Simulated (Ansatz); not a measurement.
Cubic perovskite KZnF3, treated with PBE (Ansatz, an electronic-structure program, PAW).

Numerical settings: plane-wave cutoff 520 eV, 8×8×8 k mesh, Fermi–Dirac smearing 0.01 eV, scalar-relativistic PAW data made under PBE.

Cell (measured lattice):

KZnF3 is taken in the cubic space group Pm-3m (No. 221), the cubic perovskite structure, Pearson symbol cP5. Cell: a = b = c = 4.055 Å, α = β = γ = 90.00°. K on 1a is coordinated by 12 F at 2.867 Å (cuboctahedral). Zn on 1b sees 6 F at 2.027 Å (octahedral). F on 3c is coordinated by 2 Zn at 2.027 Å and 4 K at 2.867 Å (octahedral). (Neighbours: up to the widest gap in distance over summed covalent radii, below 1.35, at either atom; cation-cation and far metal-metal contacts left out.)

### Question
Give the computed band gap and smallest direct gap on the k points sampled.

### Answer

band gap: 3.86 eV (indirect)
smallest direct gap on the k points sampled: 5.66 eV

Note: cell and atoms aren't relaxed at this level (pressure 4.2 GPa).

Static lattice: no zero-point or thermal effects.

It cost around 11 core-seconds (rough) of CPU time.
